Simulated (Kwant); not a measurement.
Computed with Kwant: Hückel tight-binding model, one pz orbital an atom, one spin, coherent transport at 0 K. Conductance is in e²/h.

Device: π system c1ccc2c(c1)sc1ccccc12 between two chain leads. The π system is taken as planar. Atoms are numbered from 0 in the order of the SMILES. Site energies (eV, carbon 0): [0.0, 0.0, 0.0, 0.0, 0.0, 0.0, -3.3, 0.0, 0.0, 0.0, 0.0, 0.0, 0.0]. Bonds (i, j, β in eV): (0,1,-3) (1,2,-3) (2,3,-3) (3,4,-3) (4,5,-3) (4,6,-2.1) (6,7,-2.1) (7,8,-3) (8,9,-3) (9,10,-3) (10,11,-3) (11,12,-3) (5,0,-3) (12,7,-3) (12,3,-3). Leads: chains of hopping −4.5 eV, joined by −0.9 eV to atoms 2 and 11.

Site energies and bond integrals are typed Hückel values.

Sweep values stay those of the base run.

One input was changed, with this effect: transmission at E = 0 0.00074 → 0.0030.

Task: Which change was it?
A) contacts moved from atoms [2, 11] to [0, 11]
B) contacts moved from atoms [2, 11] to [1, 10]
C) contacts moved from atoms [2, 11] to [5, 8]
D) contacts moved from atoms [2, 11] to [1, 5]
E) contacts moved from atoms [2, 11] to [0, 5]
F) contacts moved from atoms [2, 11] to [0, 1]

Result: F, contacts moved from atoms [2, 11] to [0, 1]
